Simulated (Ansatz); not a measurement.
Reference: CoSi$_{2}$ (Fm-3m), PBEsol, DFPT electron-phonon coupling, linearised Boltzmann equation (plane waves, PAW, scalar-relativistic; Ansatz, a first-principles code); axes and stresses refer to this cell.

```yaml
crystal:
  lattice:
    - [0.00000, 2.65587, 2.65587]
    - [2.65587, 0.00000, 2.65587]
    - [2.65587, 2.65587, 0.00000]
  atoms:
    - { symbol: Co, position: [0.00000, 0.00000, 0.00000] }
    - { symbol: Si, position: [0.75000, 0.75000, 0.75000] }
    - { symbol: Si, position: [0.25000, 0.25000, 0.25000] }
```

The mean free path at 300 K is 10.8 nm and the resistivity at 300 K is 9.1 μΩ·cm. The electron-phonon coupling λ comes out as 0.38.

```
Change                                mean free path at 300 K  resistivity at 300 K  electron-phonon coupling λ
------------------------------------  -----------------------  --------------------  --------------------------
functional PBE, cell relaxed with it                   9.8 nm            (withheld)                  (withheld)
hydrostatic pressure 15 GPa                           12.7 nm             7.4 μΩ·cm                        0.35
hydrostatic pressure 5 GPa                            11.5 nm            (withheld)                  (withheld)
```

### Question
Fill in the missing entries.

### Answer

- functional PBE, cell relaxed with it, resistivity at 300 K: 10.2 μΩ·cm
- functional PBE, cell relaxed with it, electron-phonon coupling λ: 0.40
- hydrostatic pressure 5 GPa, resistivity at 300 K: 8.4 μΩ·cm
- hydrostatic pressure 5 GPa, electron-phonon coupling λ: 0.37

Metals; harmonic phonons alone scatter; means over directions. The mean free path is weighted by the current that each state carries. Halving the electron mesh moves these values by up to 2 %; q meshes are mostly untested. Spin-orbit coupling is left out unless a row names it. Stresses and pressures are the targets of the relaxation.  The structure type is held under load, also where the real crystal would transform.

Treated as nonmagnetic (a ferromagnetic start lost its moment, other orders weren't tried): CoSi2 (Fm-3m).
